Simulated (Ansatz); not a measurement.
The reference is TiO₂ in the anatase structure (space group I4_1/amd, No. 141; a = 3.739 Å, c = 9.455 Å). Axes: x, y, z lie along a, b, c of the conventional cell.

Structures relaxed with Ansatz (a program for electronic structure), LDA, PAW, cutoff 420 eV, without spin-orbit coupling.

Base:

Simulated powder pattern, Cu Kα1, λ = 1.54056 Å (kinematic, ideal powder, no thermal factors, no anomalous dispersion; the 8 strongest lines at most, above 2 %, up to 2θ = 90°):

| 2θ (°) | I/Imax (%) | hkl |
|---|---|---|
| 25.60 | 100 | (101) |
| 38.04 | 21 | (004) |
| 48.66 | 29 | (200) |
| 54.32 | 19 | (105) |
| 55.78 | 18 | (211) |
| 63.37 | 15 | (204) |
| 71.27 | 7.3 | (220) |
| 75.89 | 12 | (215) |

After one change:

Simulated powder pattern, Cu Kα1, λ = 1.54056 Å (kinematic, ideal powder, no thermal factors, no anomalous dispersion; the 8 strongest lines at most, above 2 %, up to 2θ = 90°):

```tsv
2θ (°)	I/Imax (%)
26.13	100
36.09	21
50.27	26
52.42	22
57.52	17
63.43	13
67.19	9.6
75.58	12
```

Name the change that was made.
A) biaxial strain −1.20 %, plane normal [001], relaxed out of plane
B) biaxial strain −0.60 %, plane normal [001], relaxed out of plane
C) biaxial strain −3.00 %, plane normal [001], relaxed out of plane
D) biaxial strain −2.40 %, plane normal [001], relaxed out of plane

C, biaxial strain −3.00 %, plane normal [001], relaxed out of plane. Its volume per atom is 10.90 Å³ against 11.02 Å³, and its space group is I4_1/amd (No. 141).

Whether these cells are dynamically stable was not tested. The final runs are not spin-polarised.
